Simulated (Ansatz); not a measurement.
The starting structures come from a database of crystals and need not be the phases stable at ambient conditions.

 Where the default PAW files enter, the runs use the earlier of Ansatz's two default sets.

By LDA and PBEsol, the system below comes out a metal.

Given:

```
CELL_PARAMETERS angstrom
      4.08781     0.00000     0.00000
      0.00000     5.78104     0.00000
      0.00000     2.89052     2.89052
ATOMIC_POSITIONS crystal
  Sc 0.00000 0.00000 0.00000
  Al 0.50000 0.50000 0.50000
  Al 0.50000 0.00000 0.50000
  Al 0.00000 0.50000 0.00000
```

Space group of this cell: Pm-3m, Cu3Au type. The cell is taken as given; by PBEsol its mean pressure is -1.1 GPa.

The current runs along the normal of the first two printed vectors, the (110) plane. All runs by Ansatz (an electronic-structure program), plane waves and PAW, without spin-orbit coupling; the base is PBEsol.

```json
[
 {"run": "base", "mean pressure (GPa)": "-1.1", "G/A, both spins (10¹⁵ S/m²)": "0.57"},
 {"run": "all lengths scaled by 0.98", "mean pressure (GPa)": "4.9", "G/A, both spins (10¹⁵ S/m²)": "…"},
 {"run": "all lengths scaled by 1.02", "mean pressure (GPa)": "-5.7", "G/A, both spins (10¹⁵ S/m²)": "0.57"},
 {"run": "lda in place of pbesol", "mean pressure (GPa)": "-3.7", "G/A, both spins (10¹⁵ S/m²)": "0.57"},
 {"run": "lengths across the current scaled by 0.98, ions clamped", "mean pressure (GPa)": "2.8", "G/A, both spins (10¹⁵ S/m²)": "0.58"},
 {"run": "lengths across the current scaled by 1.02, ions clamped", "mean pressure (GPa)": "-4.2", "G/A, both spins (10¹⁵ S/m²)": "0.57"},
 {"run": "lengths along the current scaled by 0.97, ions clamped", "mean pressure (GPa)": "1.9", "G/A, both spins (10¹⁵ S/m²)": "0.60"},
 {"run": "lengths along the current scaled by 1.03, ions clamped", "mean pressure (GPa)": "-3.4", "G/A, both spins (10¹⁵ S/m²)": "…"}
]
```

**Question.** Some entries are withheld; supply them.

**Answer.** 
- all lengths scaled by 0.98, G/A, both spins (10¹⁵ S/m²): 0.59
- lengths along the current scaled by 1.03, ions clamped, G/A, both spins (10¹⁵ S/m²): 0.56
